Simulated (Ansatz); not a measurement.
Reference: Hf (P6_3/mmc), PBEsol, rigid bands (plane waves, PAW, scalar-relativistic; Ansatz, a first-principles code); geometry: cell and atoms relaxed with PBEsol.

```
CELL_PARAMETERS angstrom
      3.15753     0.00000     0.00000
     -1.57876     2.73450     0.00000
      0.00000     0.00000     5.00535
ATOMIC_POSITIONS crystal
  Hf 0.33333 0.66667 0.25000
  Hf 0.66667 0.33333 0.75000
```

- density of states at the Fermi level per atom: 0.69 states/eV
- Drude plasma energy: 4.2 eV
- root-mean-square Fermi velocity: 4.6 ×10⁵ m/s

Question: Swap Hf for Zr, keeping the structure type. How do these values move?

Answer: Zr (P6_3/mmc): volume per atom 21.6 to 22.5 Å³; density of states at the Fermi level per atom rises (0.69 states/eV to 1.00 states/eV); Drude plasma energy stays about the same (4.2 eV to 4.2 eV); root-mean-square Fermi velocity stays about the same (4.6 ×10⁵ m/s to 3.9 ×10⁵ m/s).

Question: Swap Hf for Ti, keeping the structure type. How do these values move?

Answer: Ti (P6_3/mmc): volume per atom 21.6 to 16.7 Å³; density of states at the Fermi level per atom rises (0.69 states/eV to 0.91 states/eV); Drude plasma energy stays about the same (4.2 eV to 4.0 eV); root-mean-square Fermi velocity falls (4.6 ×10⁵ m/s to 3.3 ×10⁵ m/s).

Question: Swap Hf for Cd, keeping the structure type. How do these values move?

Answer: Cd (P6_3/mmc): volume per atom 21.6 to 21.2 Å³; density of states at the Fermi level per atom falls (0.69 states/eV to 0.23 states/eV); Drude plasma energy rises (4.2 eV to 8.1 eV); root-mean-square Fermi velocity rises (4.6 ×10⁵ m/s to 15.3 ×10⁵ m/s).

Moves up to 19 % count as about the same. Metals at this level; values at 300 K, both spins, means over directions. As a rough test of the mesh, the Fermi surface's area from every second k point differs by up to 13 %. Spin-orbit coupling is left out.

The missing spin-orbit coupling matters most for Hf (P6_3/mmc).
